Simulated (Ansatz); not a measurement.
The starting structures come from a database of crystals and need not be the phases stable at ambient conditions.

 Where the default PAW files enter, the runs use the earlier of Ansatz's two default sets.

Here is the system:

```
CELL_PARAMETERS angstrom
      3.85882     0.00000     0.00000
      0.00000     4.01862     0.00000
      1.92941    -0.09523     6.50305
ATOMIC_POSITIONS crystal
  Nb 0.14652 0.93194 0.70696
  Nb 0.85348 0.06806 0.29304
  O  0.14904 0.48437 0.70192
  O  0.85096 0.51563 0.29808
  O  0.00000 0.00000 0.00000
  O  0.31490 0.00543 0.37020
  O  0.68510 0.99457 0.62980
```

Space group of this cell: C2/m. The cell is taken as given; by r2SCAN its mean pressure is -6.0 GPa.

The current runs along the normal of the first two printed vectors. All runs by Ansatz (a quantum-chemistry and plane-wave program), plane waves and PAW, without spin-orbit coupling; the base is r2SCAN.

```csv
run,mean pressure (GPa),gap (eV),mid-gap κ (1/Å)
base,-6.0,2.60,0.329
all lengths scaled by 0.98,7.1,[?],[?]
lda in place of r2scan,-10.8,[?],[?]
"lengths across the current scaled by 0.98, ions clamped",2.6,2.77,0.330
"lengths along the current scaled by 0.97, ions clamped",0.3,[?],[?]
pbesol in place of r2scan,-6.8,2.15,0.307
```

Complete the blanks.


- all lengths scaled by 0.98, gap (eV): 2.79
- all lengths scaled by 0.98, mid-gap κ (1/Å): 0.335
- lda in place of r2scan, gap (eV): 2.11
- lda in place of r2scan, mid-gap κ (1/Å): 0.305
- lengths along the current scaled by 0.97, ions clamped, gap (eV): 2.63
- lengths along the current scaled by 0.97, ions clamped, mid-gap κ (1/Å): 0.336
